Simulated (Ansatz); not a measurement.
**bcc W (0 0 1) on 3C silicon carbide (0 0 1) (film strained to the substrate, faces as cut)**

A periodic stack without vacuum, bcc W (0 0 1) on 3C silicon carbide (0 0 1) (film strained to the substrate, faces as cut): substrate slab C5Si6, film W6, surface cells [[1, 0], [1, 1]] and [[0, 1], [-1, 0]], film strained by -2.7 and -2.7 %, faces Si/Si and W/W as cut (like faces can put a slab off its formula).

The start was prepared with a machine-learned potential, and the result is one local minimum, with the in-plane cell held and forces under 0.04 eV/Å; the film can end far from its bulk form.

The numbers are results of PBE (plane waves to 420 eV, PAW; Ansatz, a program for electronic structure), not measurements. Spin–orbit coupling is left out; the runs are not spin-polarised. Its k-point mesh 10×10×1, Fermi–Dirac width 0.05 eV.

interface area: 9.6 Å²
period: 23.29 Å
gaps between the outermost planes at the two interfaces: 2.12 and 2.12 Å
Si–W contacts across the interfaces within 1.22 times the sum of covalent radii: 4, mean 2.63 Å
hole barrier (PBE): 0.29 eV
electron barrier (PBE): 1.09 eV

```yaml
crystal:
  lattice:
    - [3.09504, 0.00226, 0.11424]
    - [0.00274, 3.09415, -0.13569]
    - [0.60371, -0.50344, 23.36957]
  atoms:
    - { symbol: C, position: [0.21096, 0.30097, 0.09238] }
    - { symbol: C, position: [0.12157, 0.39430, 0.28025] }
    - { symbol: C, position: [0.66616, 0.84755, 0.18624] }
    - { symbol: C, position: [0.03273, 0.48740, 0.46811] }
    - { symbol: C, position: [0.57710, 0.94089, 0.37426] }
    - { symbol: Si, position: [0.18846, 0.82411, 0.13920] }
    - { symbol: Si, position: [0.73312, 0.27727, 0.04463] }
    - { symbol: Si, position: [0.09930, 0.91753, 0.32728] }
    - { symbol: Si, position: [0.64384, 0.37082, 0.23324] }
    - { symbol: Si, position: [0.01001, 0.01085, 0.51586] }
    - { symbol: Si, position: [0.55483, 0.46415, 0.42130] }
    - { symbol: W, position: [0.93609, 0.59296, 0.67525] }
    - { symbol: W, position: [0.46718, 0.05859, 0.60703] }
    - { symbol: W, position: [0.86906, 0.66251, 0.81545] }
    - { symbol: W, position: [0.40267, 0.12748, 0.74504] }
    - { symbol: W, position: [0.79863, 0.73152, 0.95349] }
    - { symbol: W, position: [0.33530, 0.19704, 0.88526] }
```
